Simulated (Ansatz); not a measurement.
Take Rh in the fcc (Cu type) structure (space group Fm-3m, No. 225; a = 3.8322 Å; relaxed with 0.1 eV smearing) as the base.

(Cell as relaxed with PBE.)

Levels (all Ansatz, a quantum-chemistry and plane-wave program, PAW, earlier PAW set): PBE (420 eV, scalar-relativistic without spin-orbit coupling); r2SCAN (500 eV, no SOC).

Each level relaxes its own structure.

```csv
base,PBE,r2SCAN
volume per atom,14.07 Å³,13.74 Å³
lattice parameter a,3.832 Å,3.802 Å
band gap,zero,zero
```

Perturbation: every lattice vector is shortened by 3.78 %; the atoms relax in the strained cell.

```json
[
 {"quantity": "pressure", "PBE": "39.7 GPa", "r2SCAN": "(withheld)"},
 {"quantity": "energy relative to the base (free energy F)", "PBE": "+169 meV/atom", "r2SCAN": "(withheld)"}
]
```

Task: What does r2SCAN give?

Result: 
- pressure, r2SCAN: 43.5 GPa
- energy relative to the base (free energy F), r2SCAN: +181 meV/atom

PBE's pressure lies 3.88 GPa below r2SCAN's; PBE's energy relative to the base lies 12 meV/atom below r2SCAN's. Neither level is exact; r2SCAN is the comparison here, not a measurement.

Stability against distortions was not tested. All final runs are without spin polarisation.
